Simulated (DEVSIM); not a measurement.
Device: illuminated Si n-on-p cell, one wavelength, with a back-surface field, at 300 K.

Layer 1 from the left is Si, thickness (μm) 0.110, Nd (cm⁻³) 7.4e17, τn (s) 2.8e-6, τp (s) 3.6e-6, absorption coefficient (cm⁻¹) 89000. Layer 2 from the left is Si, thickness (μm) 92.0, Na (cm⁻³) 9.6e16, τn (s) 0.00012, τp (s) 0.00012, absorption coefficient (cm⁻¹) 89000. Layer 3 from the left is Si, thickness (μm) 0.560, Na (cm⁻³) 1.3e18, τn (s) 0.00012, τp (s) 0.00012, absorption coefficient (cm⁻¹) 89000.

Left contact: ohmic, minority hole recombination velocity 50 cm/s. Right contact: ohmic, minority electron recombination velocity 30000 cm/s. Voltage is applied to the left contact. Recombination: SRH at mid-gap, radiative, Auger. Gap narrowing is on: ΔEg = 6.92 meV × (l + √(l² + 0.5)), l = ln(N/1.3e17 cm⁻³), shared equally by both band edges. Light enters at the left, 3.2e16 photons cm⁻² s⁻¹, one pass, no reflection. Mobility is constant in doping.

The device is made up for the run: typed textbook-type constants, with dimensions and the other settings drawn at random. Values at 300 K.

Si: gap (eV) 1.124, affinity (eV) 4.05, permittivity 11.7, Nc (cm⁻³) 2.86e19, Nv (cm⁻³) 3.1e19, μn (cm²/Vs) 1417, μp (cm²/Vs) 470, B (cm³/s) 4.7e-15, Cn (cm⁶/s) 2.8e-31, Cp (cm⁶/s) 9.9e-32.

Simulated with DEVSIM: 1D drift-diffusion, Boltzmann statistics, complete ionisation; no tunnelling, impact ionisation, image-force lowering or self-heating.

Dark forward current:

```csv
|V| (V),|J| (A/cm²)
0.15,2.991e-10
0.20,1.603e-9
0.25,9.761e-9
0.30,6.383e-8
0.35,4.313e-7
0.40,2.955e-6
0.45,2.036e-5
0.50,0.0001406
0.55,0.0009719
0.60,0.006721
0.65,0.04646
0.70,0.3204
0.75,2.171
0.80,13.52
0.85,68.75
0.90,272.7
0.95,823.6
1.00,1860
1.05,3367
```

Q: Work out the local ideality factor n = ΔV / (kT/q · ln(J2/J1)) between the rows 0.15 and 0.20 V, 0.55 and 0.60 V, 1.00 and 1.05 V.

A: kT/q = 25.85 mV. From 0.15 to 0.20 V: ln(1.603e-9/2.991e-10) = 1.679, n = 1.15. From 0.55 to 0.60 V: ln(0.006721/0.0009719) = 1.934, n = 1.00, near the 1 of diffusion or emission over a barrier. From 1.00 to 1.05 V: ln(3367/1860) = 0.593, n = 3.26.

Q: What current could the absorbed light give at most, and what share is collected?

A: Σ αd = 825, so qΦ(1 − exp(−Σ αd)) = 5.13 mA/cm². The simulated short-circuit current is 5.104 mA/cm², a share of 1.00.

Q: Estimate the open-circuit voltage by superposition: the voltage at which the dark current equals that short-circuit current.

A: Interpolating ln J in the table gives 0.593 V. The simulation gives 0.593 V, the same within the digits that matter. Superposition holds where collection doesn't change with voltage.

Q: Estimate the fill factor from FF0 = (v − ln(v + 0.72))/(v + 1), v = qVoc/(nkT), with n from the dark curve.

A: The rows about Voc, 0.55 and 0.60 V, give n = 1.00, so v = 22.9 and FF0 = 0.826. The simulation gives 0.827, the same within the digits that matter.
